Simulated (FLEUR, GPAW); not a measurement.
A GPAW input for a self-consistent single point of TiCo (Pm-3m, 2 atoms in the cell) (DFT LDA (Perdew-Wang 92), plane waves, GPAW PAW datasets LDA (gpaw-data 1.0.1)):

```python
from ase import Atoms
from ase.units import GPa
from gpaw import GPAW

atoms = Atoms(['Ti', 'Co'],
              cell=[[2.923103, 0.000000, 0.000000],
                    [0.000000, 2.923103, 0.000000],
                    [0.000000, 0.000000, 2.923103]],
              positions=[[0.000000, 0.000000, 0.000000],
                         [1.461551, 1.461551, 1.461551]],
              pbc=True)

atoms.set_initial_magnetic_moments([1.0, 3.0])

calc = GPAW(spinpol=True,
            mode={'name': 'pw', 'ecut': 850},
            xc='LDA',
            kpts=(15, 15, 15),
            occupations={'name': 'methfessel-paxton', 'width': 0.272, 'order': 0},
            nbands=-6,
            convergence={'density': 1e-05, 'energy': 1e-05},
            symmetry={'symmorphic': False, 'tolerance': 0.0005},
            maxiter=150)

atoms.calc = calc

energy = atoms.get_potential_energy()
print('Energy (eV):', round(energy, 6))
forces = atoms.get_forces()
print('Forces (eV/Ang):')
print(forces.round(5))
stress = atoms.get_stress()
print('Stress (GPa, Voigt):', (stress / GPa).round(4))
```

**Question.** Give the FLEUR input for the same structure, mesh, smearing and functional.

**Answer.** One input that does it (others would too):

Input of the input generator:

```
TiCo FLAPW
&input film=f /
2.9231030000 0.0000000000 0.0000000000
0.0000000000 2.9231030000 0.0000000000
0.0000000000 0.0000000000 2.9231030000
1.8897261246
1.0 1.0 1.0

2
22 0.0000000000 0.0000000000 0.0000000000 : 1.00
27 0.5000000000 0.5000000000 0.5000000000 : 3.00

&comp jspins=2 /
&exco xctyp='pz' /
&kpt div1=15 div2=15 div3=15 /
&end /
```

```xml
<?xml version="1.0" encoding="UTF-8" standalone="no"?>
<fleurInput fleurInputVersion="0.39">
   <comment>
      TiCo FLAPW                                                                                          
   </comment>
   <calculationSetup>
      <cutoffs Kmax="3.5" Gmax="12.2" GmaxXC="12.2" numbands="0"/>
      <scfLoop itmax="80" minDistance="0.00001" maxIterBroyd="15" imix="Anderson" alpha="0.05" precondParam="0.0" spinf="2.0"/>
      <coreElectrons ctail="T" frcor="F" kcrel="0" coretail_lmax="0"/>
      <xcFunctional name="pz" relativisticCorrections="F"/>
      <magnetism jspins="2"/>
      <soc l_soc="F" theta="0.0" phi="0.0" spav="F"/>
      <expertModes spex="0" secvar="F"/>
      <geometryOptimization l_f="T" forcealpha="1.0" forcemix="BFGS" epsdisp="0.00001" epsforce="0.00001"/>
      <ldaU l_linMix="F" mixParam="0.05" spinf="1.0"/>
   </calculationSetup>
   <cell>
      <bzIntegration valenceElectrons="27.0" mode="gauss" fermiSmearingEnergy="0.00999582">
         <kPointListSelection listName="default-1"/>
         <!-- k-points included here -->
         <xi:include xmlns:xi="http://www.w3.org/2001/XInclude" href="kpts.xml"> </xi:include>
      </bzIntegration>
      <!-- symmetry operations included here -->
      <xi:include xmlns:xi="http://www.w3.org/2001/XInclude" href="sym.xml"> </xi:include>
      <bulkLattice scale="1.0">
         <bravaisMatrix>
            <row-1>    5.5238641039966332     0.0000000000000000     0.0000000000000000</row-1>
            <row-2>    0.0000000000000000     5.5238641039966332     0.0000000000000000</row-2>
            <row-3>    0.0000000000000000     0.0000000000000000     5.5238641039966332</row-3>
         </bravaisMatrix>
      </bulkLattice>
   </cell>
   <atomSpecies>
      <species name="Titanium (1.000" element="Ti" atomicNumber="22">
         <mtSphere radius="2.23" gridPoints="771" logIncrement="0.016"/>
         <atomicCutoffs lmax="8" lnonsphr="6"/>
         <electronConfig flipSpins="F">
            <coreConfig>(1s1/2) (2s1/2) (2p1/2) (2p3/2)</coreConfig>
            <valenceConfig>(3s1/2) (3p1/2) (3p3/2) (4s1/2) (3d3/2) (3d5/2)</valenceConfig>
            <stateOccupation state="(3d3/2)" spinUp="0.4" spinDown="0.4"/>
            <stateOccupation state="(3d5/2)" spinUp="1.1" spinDown="0.1"/>
         </electronConfig>
         <energyParameters s="4" p="4" d="3" f="4"/>
         <lo type="SCLO" l="0" n="3" eDeriv="0"/>
         <lo type="SCLO" l="1" n="3" eDeriv="0"/>
      </species>
      <species name="Cobalt (Co3.000" element="Co" atomicNumber="27">
         <mtSphere radius="2.23" gridPoints="771" logIncrement="0.016"/>
         <atomicCutoffs lmax="8" lnonsphr="6"/>
         <electronConfig flipSpins="F">
            <coreConfig>(1s1/2) (2s1/2) (2p1/2) (2p3/2) (3s1/2)</coreConfig>
            <valenceConfig>(3p1/2) (3p3/2) (4s1/2) (3d3/2) (3d5/2)</valenceConfig>
            <stateOccupation state="(3d3/2)" spinUp="2.0" spinDown="0.8"/>
            <stateOccupation state="(3d5/2)" spinUp="3.0" spinDown="1.2"/>
         </electronConfig>
         <energyParameters s="4" p="4" d="3" f="4"/>
         <lo type="SCLO" l="1" n="3" eDeriv="0"/>
      </species>
   </atomSpecies>
   <atomGroups>
      <atomGroup species="Titanium (1.000">
         <relPos label="                   1">.0000000000 .0000000000 .0000000000</relPos>
         <force calculate="T" relaxXYZ="TTT"/>
      </atomGroup>
      <atomGroup species="Cobalt (Co3.000">
         <relPos label="                   2">1.000/2.000 1.000/2.000 1.000/2.000</relPos>
         <force calculate="T" relaxXYZ="TTT"/>
      </atomGroup>
   </atomGroups>
   <output dos="F" band="F" slice="F">
      <checks vchk="F" cdinf="F"/>
      <bandDOS minEnergy="-.5*Htr" maxEnergy="0.5*Htr" sigma="0.015" storeEVData="T"/>
      <vacuumDOS vacdos="F" integ="F" star="F" nstars="0" locx1="0.0" locy1="0.0" locx2="0.0" locy2="0.0" nstm="0" tworkf="0.0"/>
      <unfoldingBand unfoldBand="F" supercellX="1" supercellY="1" supercellZ="1"/>
      <plotting iplot="0" polar="F">
         <plot TwoD="T" vec1="  1.0  0.0  0.0" vec2="  0.0  1.0  0.0" vec3="  0.0  0.0  1.0" zero="  0.0  0.0  0.0" file="plot"/>
      </plotting>
      <chargeDensitySlicing numkpt="0" minEigenval="0.0" maxEigenval="0.0" nnne="0" pallst="F"/>
      <specialOutput eonly="F"/>
      <magneticCircularDichroism mcd="F" energyLo="-10.0" energyUp="0.0"/>
   </output>
  <!-- We include the file relax.xml here to enable relaxations (see documentation) -->
  <xi:include xmlns:xi="http://www.w3.org/2001/XInclude" href="relax.xml"> <xi:fallback/> </xi:include>
</fleurInput>
```

Basis, cutoffs, solver keys and any potentials are the target program's own. This input uses DFT, LDA (Perdew-Zunger), all-electron FLAPW (FLEUR), scalar-relativistic valence. LDA parametrisations can differ slightly between programs. Both were run: size of the net moment 0.00 μB/atom in GPAW and 0.00 in FLEUR.

On FLEUR: the starting cell comes from a database of computed structures (which also holds hypothetical and non-ambient phases and stackings), without a prior relaxation at this level. Its lattice was rescaled by a random factor within 2.5 % of one. The starting moments vanished: the run ended non-magnetic, which need not be the lowest state. Values depend on the basis (sphere radii, cutoffs, local orbitals), which need not be converged.

On GPAW: the starting cell comes from a database of computed structures (which also holds hypothetical and non-ambient phases and stackings), without a prior relaxation at this level. Its lattice was rescaled by a random factor within 2.5 % of one. The starting moments vanished: the run ended non-magnetic, which need not be the lowest state. With a pressure of about -4 GPa the cell is away from its equilibrium volume at this level.
